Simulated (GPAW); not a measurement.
**Worked example: self-consistent single point of MnCu4Sn (F-43m, 6 atoms in the cell) in GPAW**

Computed with PBEsol, GPAW PAW datasets PBEsol (made by gpaw-setup) (plane waves; GPAW 25.7.0).

The input file:

```python
from ase import Atoms
from ase.units import GPa
from gpaw import GPAW

atoms = Atoms(['Mn', 'Cu', 'Cu', 'Cu', 'Cu', 'Sn'],
              cell=[[0.000000, 3.496725, 3.496725],
                    [3.496725, 0.000000, 3.496725],
                    [3.496725, 3.496725, 0.000000]],
              positions=[[5.245088, 5.245088, 5.245088],
                         [2.626040, 2.626040, 2.626040],
                         [2.626040, 4.367410, 4.367410],
                         [4.367410, 4.367410, 2.626040],
                         [4.367410, 2.626040, 4.367410],
                         [0.000000, 0.000000, 0.000000]],
              pbc=True)

atoms.set_initial_magnetic_moments([4.0, 0.0, 0.0, 0.0, 0.0, 0.0])

calc = GPAW(spinpol=True,
            mode={'name': 'pw', 'ecut': 850},
            xc='PBEsol',
            kpts=(5, 5, 5),
            occupations={'name': 'fermi-dirac', 'width': 0.1},
            nbands=-12,
            symmetry={'symmorphic': False, 'tolerance': 0.0005},
            maxiter=120)

atoms.calc = calc

energy = atoms.get_potential_energy()
print('Energy (eV):', round(energy, 6))
forces = atoms.get_forces()
print('Forces (eV/Ang):')
print(forces.round(5))
stress = atoms.get_stress()
print('Stress (GPa, Voigt):', (stress / GPa).round(4))
```

Output (repeated stretches shortened):

```
Input parameters:
  kpts: [5 5 5]
  maxiter: 120
  mode: {ecut: 850,
         name: pw}
  nbands: -12
  occupations: {name: fermi-dirac,
                width: 0.1}
  spinpol: True
  symmetry: {symmorphic: False,
             tolerance: 0.0005}
  xc: PBEsol

species:
  Mn:
    name: Manganese
    Z: 25.0
    valence: 15
    core: 10
    charge: 0.0
    file: Mn.PBEsol.gz

    # Using partial waves for Mn as LCAO basis

  Cu:
    name: Copper
    Z: 29.0
    valence: 11
    core: 18
    charge: 0.0
    file: Cu.PBEsol.gz

    # Using partial waves for Cu as LCAO basis

  Sn:
    name: Tin
    Z: 50.0
    valence: 14
    core: 36
    charge: 0.0
    file: Sn.PBEsol.gz

    # Using partial waves for Sn as LCAO basis

Reference energy: -379357.137984  # eV

Spin-polarized calculation.
Initial magnetic moment: 4.000000

Convergence criteria:
 Maximum [total energy] change in last 3 cyles: 0.0005 eV / valence electron
 Maximum integral of absolute [dens]ity change: 0.0001 electrons / valence electron
 Maximum integral of absolute [eigenst]ate change: 4e-08 eV^2 / valence electron
 Maximum number of scf [iter]ations: 120

Symmetries present (total): 24
Symmetries with fractional translations: 0
125 k-points: 5 x 5 x 5 Monkhorst-Pack grid
10 k-points in the irreducible part of the Brillouin zone
       k-points in crystal coordinates                weights
   0:     0.00000000    0.00000000    0.00000000          1/125
   1:     0.20000000    0.20000000    0.00000000          6/125
   2:     0.20000000    0.20000000    0.20000000          8/125
   [... 7 lines left out ...]

Wave functions: Plane wave expansion
  Cutoff energy: 850.000 eV
  Number of coefficients (min, max): 4796, 4909
  Pulay-stress correction: 0.000000 eV/Ang^3 (de/decut=0.000000)

Occupation numbers: Fermi-Dirac:
  width: 0.1000  # eV

Eigensolver

Densities:
  Coarse grid: 35*35*35 grid
  Fine grid: 70*70*70 grid
  Total Charge: 0.000000

Density mixing:
  Method: difference
  Backend: pulay
  Linear mixing parameter: 0.05
  old densities: 5
  Damping of long wavelength oscillations: 50

Hamiltonian:
  XC and Coulomb potentials evaluated on a 70*70*70 grid
  External potential:
    NoExternalPotential

XC parameters: PBEsol with 2 nearest neighbor stencil

Number of atoms: 6
Number of atomic orbitals: 58
Number of bands in calculation: 50
Number of valence electrons: 73
Bands to converge: occupied

Density initialized from atomic densities
  50 bands from LCAO basis set

Atomic positions and initial magnetic moments

Positions:
   0 Mn     5.245088    5.245088    5.245088    ( 0.0000,  0.0000,  4.0000)
   1 Cu     2.626040    2.626040    2.626040    ( 0.0000,  0.0000,  0.0000)
   2 Cu     2.626040    4.367410    4.367410    ( 0.0000,  0.0000,  0.0000)
   3 Cu     4.367410    4.367410    2.626040    ( 0.0000,  0.0000,  0.0000)
   4 Cu     4.367410    2.626040    4.367410    ( 0.0000,  0.0000,  0.0000)
   5 Sn     0.000000    0.000000    0.000000    ( 0.0000,  0.0000,  0.0000)

Unit cell:
           periodic     x           y           z      points  spacing
  1. axis:    yes    0.000000    3.496725    3.496725    35     0.1154
  2. axis:    yes    3.496725    0.000000    3.496725    35     0.1154
  3. axis:    yes    3.496725    3.496725    0.000000    35     0.1154

  Lengths:   4.945116   4.945116   4.945116
  Angles:   60.000000  60.000000  60.000000

Effective grid spacing dv^(1/3) = 0.1259

     iter     time        total  log10-change:  magmom
                         energy   eigst   dens
iter:   1 --:--:--   -39.711993                   +4.0063
iter:   2 --:--:--   -32.614470   -1.01  -1.22    +2.4637
iter:   3 --:--:--   -32.216579   -2.10  -1.40    +3.1777
iter:   4 --:--:--   -31.677840   -1.20  -1.47    +5.0456
iter:   5 --:--:--   -32.149020   -1.82  -1.78    +4.5189
iter:   6 --:--:--   -31.426253   -1.64  -1.76    +5.6838
   [... 2 lines left out ...]
iter:   9 --:--:--   -31.905297   -3.35  -2.32    +4.8776
iter:  10 --:--:--   -31.630213   -2.80  -2.31    +4.7154
iter:  11 --:--:--   -31.637663   -3.38  -2.35    +4.6778
iter:  12 --:--:--   -31.500902   -2.73  -2.50    +4.6618
iter:  13 --:--:--   -31.497432   -4.10  -2.67    +4.6858
iter:  14 --:--:--   -31.513914c  -3.71  -2.72    +4.6240
iter:  15 --:--:--   -31.507908c  -4.70  -2.93    +4.6085
iter:  16 --:--:--   -31.505115c  -4.97  -3.16    +4.6733
iter:  17 --:--:--   -31.500483c  -4.57  -3.30    +4.5787
iter:  18 --:--:--   -31.498595c  -4.86  -3.07    +4.5160
iter:  19 --:--:--   -31.499553c  -5.19  -3.31    +4.5356
iter:  20 --:--:--   -31.499722c  -5.59  -3.60    +4.5628
iter:  21 --:--:--   -31.499260c  -6.15  -3.78    +4.5492
iter:  22 --:--:--   -31.499118c  -6.51  -3.63    +4.5374
iter:  23 --:--:--   -31.499335c  -6.10  -3.78    +4.5438
iter:  24 --:--:--   -31.499284c  -6.48  -3.78    +4.5463
iter:  25 --:--:--   -31.499219c  -6.92  -3.97    +4.5462
iter:  26 --:--:--   -31.499173c  -6.84  -4.45c   +4.5453
iter:  27 --:--:--   -31.499173c  -7.35  -4.22c   +4.5438
iter:  28 --:--:--   -31.499199c  -8.30c -5.09c   +4.5445

Converged after 28 iterations.

Dipole moment: (7.952161, 7.952161, 7.952161) |e|*Ang

Total magnetic moment: (0.000000, 0.000000, 4.544525)
Local magnetic moments:
   0 Mn ( 0.000000,  0.000000,  3.858152)
   1 Cu ( 0.000000,  0.000000,  0.075301)
   2 Cu ( 0.000000,  0.000000,  0.075301)
   3 Cu ( 0.000000,  0.000000,  0.075301)
   4 Cu ( 0.000000,  0.000000,  0.075301)
   5 Sn ( 0.000000,  0.000000,  0.001439)

Energy contributions relative to reference atoms: (reference = -379357.137984)

Kinetic:        -53.332058
Potential:      +44.148452
External:        +0.000000
XC:             -22.758393
Entropy (-ST):   -0.063175
Local:           +0.474387
SIC:             +0.000000
--------------------------
Free energy:    -31.530787
Extrapolated:   -31.499199

Spin contamination: 0.030199 electrons
Showing only first 2 kpts
                      Up                     Down
 Kpt  Band  Eigenvalues  Occupancy  Eigenvalues  Occupancy
  0    34      6.59908    1.00000      8.17224    0.86276
  0    35      6.81640    1.00000      8.17224    0.86276
  0    36      8.29880    0.63940      9.04299    0.00104
  0    37      8.29880    0.63940      9.91656    0.00000

  1    34      6.40517    1.00000      8.42890    0.32557
  1    35      7.09993    1.00000      8.52525    0.15555
  1    36      7.47288    0.99985      9.30000    0.00008
  1    37      7.52659    0.99975      9.36613    0.00004

Fermi level: 8.35607

No gap
No difference between direct/indirect transitions
Energy (eV): -31.499199

Forces in eV/Ang:
  0 Mn    0.00000    0.00000    0.00000
  1 Cu    0.01169    0.01169    0.01169
  2 Cu    0.01169   -0.01169   -0.01169
  3 Cu   -0.01169   -0.01169    0.01169
  4 Cu   -0.01169    0.01169   -0.01169
  5 Sn    0.00000    0.00000    0.00000

Stress tensor:
     0.033570     0.000000     0.000000
     0.000000     0.033570     0.000000
     0.000000     0.000000     0.033570
Stress (GPa, Voigt): [5.3786 5.3786 5.3786 0.     0.     0.    ]
```

The run converged in 28 iterations. GPAW prints stress with tension positive.

The starting cell comes from a database of computed structures (which also holds hypothetical and non-ambient phases and stackings), without a prior relaxation at this level. With one magnetic atom in the cell only a parallel order is possible. With a pressure of about -5 GPa the cell is away from its equilibrium volume at this level.

Cost on one core of a shared machine: roughly 5 min.
